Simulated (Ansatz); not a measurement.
# Ca_Ga (beta Ga2O3 host)

Calculation: PBE, PAW (plane waves to 420 eV; Ansatz, an electronic-structure program). Cell: 120 sites, 1×3×2 repeats of a cell of 20 atoms; final energies on a 2×2×2 shifted mesh. Site at the start: the Ga(1) site. Finite-size correction: monopole term and site-potential alignment. Dielectric constants: PBE linear response of the host. Host gap at this level: 2.01 eV. A cell of this size leaves errors of a few tenths of an eV. PBE underestimates the host's gap, which shifts levels and can delocalise carriers. Spin–orbit coupling is left out. Each state is the lowest found from its start.

Formation energies E_f are given with the Fermi level at the valence-band maximum. Chemical conditions: Ga-rich (Δμ(Ga) = 0.00 eV, Δμ(Ca) = -2.86 eV, bounded by rock-salt CaO; only phases computed here count, gases as isolated molecules at 0 K); O-rich (Δμ(Ga) = -4.56 eV, Δμ(Ca) = -5.89 eV, bounded by rock-salt CaO; only phases computed here count, gases as isolated molecules at 0 K). Reference phases: Ca: fcc Ca, Ga: alpha gallium.

Charges with a result: +1, 0, −1. Others weren't obtained, and one of them could lie lower, also by skipping a charge.

```csv
charge,moment (μB),point group,largest move off a lattice site (Å),image correction with alignment (eV),"E_f, Ga-rich (eV)","E_f, O-rich (eV)"
+1*,not spin-polarised,–,0.28,–,–,–
0†,1.0,–,0.29,0.00,3.79,2.27
−1,not spin-polarised,Cs,0.29,0.11,4.06,2.54
```

* At this level the carrier isn't localised at the defect: at charge +1 holes occupy the valence band. Such a state is shallow or no state of the defect, and this cell gives it no level.

† Not settled in this cell, so no level is given: charge 0: carriers not clearly localised.

Point groups are those of the whole cell at tolerances of 0.03 and 0.1 Å ("near" where only the looser one holds); none is given for unsettled states.

Not the lowest form: the same atoms on another site or from another start ended lower, by 0.76 eV at charge 0; by 0.87 eV at charge −1.

Flagged in the runs: a host whose relaxation on this sampling wasn't shown to rest, a strain field that reaches the edge of the cell.
